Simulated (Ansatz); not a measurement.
Input and output of a relaxation of cell and atoms for LuAu (Pm-3m, 2 atoms in the cell) (Ansatz, a first-principles code).

Computed with PBEsol, default PAW files made with PBE (plane waves; Ansatz).

The change in words: atoms on their sites; basis.ecutwfc: 420 eV → 210 eV; relax: default → cell and atoms. Reference geometry:
```
LuAu
1.0
    3.51413     0.00000     0.00000
    0.00000     3.51413     0.00000
    0.00000     0.00000     3.51413
Lu Au
1 1
Direct
  0.50000   0.50000   0.51423
  0.00000   0.00000   0.00000
```

Reference input (self-consistent single point, DFT, PBEsol, plane waves, default PAW files made with PBE): basis.ecutwfc = 420 eV; kpoints.mp_grid.grid = 9 9 9; hamiltonian.xc = pbesol; hamiltonian.pseudopotentials = {kind: paw} (the program's default PAW files); scf.occupations.method = fermi_dirac; scf.occupations.width = 0.1 eV. This run's input differs from it in these lines:

Ansatz 0.2 input:
```diff
@@ -7,6 +7,6 @@
   atoms:
-    - { symbol: Lu, position_ang: [1.75706650, 1.75706650, 1.80706558] }
+    - { symbol: Lu, position_ang: [1.75706650, 1.75706650, 1.75706650] }
     - { symbol: Au, position_ang: [0.00000000, 0.00000000, 0.00000000] }
 basis:
-  ecutwfc: 420.0
+  ecutwfc: 210.0
 kpoints:
@@ -18,2 +18,4 @@
   occupations: { method: fermi_dirac, width: 0.1 }
+relax:
+  cell: {}
 output:
```

Output, abridged:

```
   [... SCF lines of the steps left out ...]
relax step   1: F+E_penalty+E_count = -27608.27815012 eV  Δ(F+E_penalty+E_count) = +0.000e0 eV  max|allowed force component| = 2.871e-28 eV/Å  Δτ_max = 0.0000 Å  P = -1.236 GPa  Ω = 43.396 Å³  (9 SCF iters, dr2 threshold 1.00e-7 eV, accepted)
relax step   2: F+E_penalty+E_count = -27609.95393569 eV  Δ(F+E_penalty+E_count) = -1.676e0 eV  max|allowed force component| = 2.577e-29 eV/Å  Δτ_max = 0.0000 Å  P = +27.029 GPa  Ω = 42.220 Å³  energy of the carried Pulay correction = +1.770e0 eV  [...]
   [... lines left out ...]
relax step 120: F+E_penalty+E_count = -27608.37462612 eV  Δ(F+E_penalty+E_count) = -4.972e-2 eV  max|allowed force component| = 6.416e-29 eV/Å  Δτ_max = 0.0000 Å  P = -0.003 GPa  Ω = 42.834 Å³  energy of the carried Pulay correction = +4.964e-2 eV  [...]
relax step 121: F+E_penalty+E_count = -27608.20513015 eV  Δ(F+E_penalty+E_count) = +1.695e-1 eV  max|allowed force component| = 7.415e-29 eV/Å  Δτ_max = 0.0000 Å  P = +0.560 GPa  Ω = 42.834 Å³  stress off target by 5.60e-1 GPa  SCF on the basis [...]
basis re-selected at this cell: Δ(F+E_penalty+E_count) = +1.695e-1 eV, ΔP = +0.563 GPa vs the last step
   [... lines left out ...]
Free energy (F): -27608.205130 eV
Fermi energy:    17.870948 eV
Error: variable-cell relaxation did not converge after 121 `relax_step` rows, as none of its last 57 fresh-basis SCF(s) at a relaxed cell met both thresholds with a finite energy. The last misses `relax.cell.stress_tol`: largest allowed force component 7.42e-29 eV/Å (`relax.f_tol` 1.00e-2 eV/Å), stress off the target on the free part of the cell 5.60e-1 GPa (`relax.cell.stress_tol` 5.00e-2 GPa), F+E_penalty+E_count -27608.20513015 eV. The closest is row 9, whose structure comes with this error. Larger ratio of force or stress to its threshold at each such SCF whose figures are numbers: 27.239, 26.372, 3.462, 7.010, 10.716, 16.386, 24.961, 8.703, 14.275, 16.222, 24.693, 6.495, [...]
   [... lines left out ...]
to start a new deck from the relaxed geometry:
  cell:  # Å, volume = 43.1792 Å³
    - [3.508258330363351, 6.419766481290786e-34, -4.012354050806741e-36]
    - [6.299395859766583e-34, 3.508258330363351, 5.095689644524561e-34]
    - [0.0, 5.135813185032629e-34, 3.508258330363351]
  atoms:
    - { symbol: Lu, position: [0.5000000000000001, 0.5000000000000001, 0.5000000000000001] }
    - { symbol: Au, position: [2.378026608394463e-46, 6.230637401906889e-48, 4.1537582679379263e-48] }
```

The relaxation ended unconverged. 

The starting cell comes from a database of computed structures (which also holds hypothetical and non-ambient phases and stackings), without a prior relaxation at this level. Its lattice was rescaled by up to half a per cent. The cutoff lies below the one recommended for these files.

Cost on one core of a shared machine: roughly 2 min.
